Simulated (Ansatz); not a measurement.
V2O3: pressure series

Consider V2O3 in the corundum structure (space group R-3c, No. 167; ferromagnetic).

```xyz
10
Lattice="2.3873 1.3783 4.7429 -2.3873 1.3783 4.7429 0.0000 -2.7566 4.7429" Properties=species:S:1:pos:R:3 pbc="T T T"
V      0.0000     0.0000     9.3948
V      0.0000     0.0000    11.9484
V      0.0000     0.0000     4.8340
V      0.0000     0.0000     2.2804
O      0.8322    -1.3783     5.9287
O     -0.8322     1.3783     8.3001
O      1.6097     0.0316     8.3001
O     -1.6097    -0.0316     5.9287
O      0.7775     1.4098     5.9287
O     -0.7775    -1.4098     8.3001
```

Cell and atoms are relaxed at each pressure.

Method: Ansatz (a quantum-chemistry and plane-wave program) PBEsol, no spin-orbit coupling.

Notes on the quantities. enthalpy: H = E + PV relative to the base's energy.

| case | enthalpy | density |
|---|---|---|
| base | – | 5.32 g/cm³ |
| pressure 0.3 GPa | +0.02 eV/atom | 5.32 g/cm³ |
| pressure 0.7 GPa | +0.04 eV/atom | 5.33 g/cm³ |
| pressure 1.5 GPa | +0.09 eV/atom | 5.35 g/cm³ |
| pressure 3 GPa | +0.17 eV/atom | 5.38 g/cm³ |
| pressure 5 GPa | +0.29 eV/atom | 5.42 g/cm³ |

Other magnetic orders, which the real material may have, were not ruled out. Load acts through the strain it causes; cell and atoms are relaxed under it. Stability against distortions was not tested. No other phases were tried under pressure. No Hubbard U is applied, and correlation can decide whether such a compound is a metal. The base started in P-1 and relaxed to R-3c at this level.
